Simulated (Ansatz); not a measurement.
# Pressure series in Re

Take Re in the hcp (Mg type) structure (space group P6_3/mmc, No. 194) as the base.

```
Re
1.0
    2.77518     0.00000     0.00000
   -1.38759     2.40338     0.00000
    0.00000     0.00000     4.48302
Re
2
Direct
  0.33333   0.66667   0.75000
  0.66667   0.33333   0.25000
```

Cell and atoms are relaxed at each pressure.

The values are results of plane-wave PAW DFT at the PBE level (Ansatz, a first-principles code, 420 eV), spin-orbit coupling left out, earlier PAW set, not measurements.

Two rows of this table had their results exchanged by mistake.

| pressure | volume per atom (Å³) | shortest distance (Å) | band gap |
|---|---|---|---|
| pressure −2 GPa | 15.03 | 2.760 | zero |
| pressure −1 GPa | 14.99 | 2.758 | zero |
| pressure 3 GPa | 14.83 | 2.748 | zero |
| pressure 7 GPa | 14.68 | 2.738 | zero |
| pressure 15 GPa | 14.40 | 2.721 | zero |
| pressure 30 GPa | 12.88 | 2.622 | zero |
| pressure 50 GPa | 13.42 | 2.658 | zero |
| pressure 75 GPa | 13.93 | 2.691 | zero |
| pressure 100 GPa | 12.44 | 2.591 | zero |

Task: Which two?

Result: The rows for pressure 30 GPa and pressure 75 GPa: the volume has to fall steadily with pressure, so 13.93 Å³ belongs to pressure 30 GPa and 12.88 Å³ to pressure 75 GPa.

Load acts through the strain it causes; cell and atoms are relaxed under it. No phonon test of stability was made. No other phases were tried under pressure. The final runs are not spin-polarised.
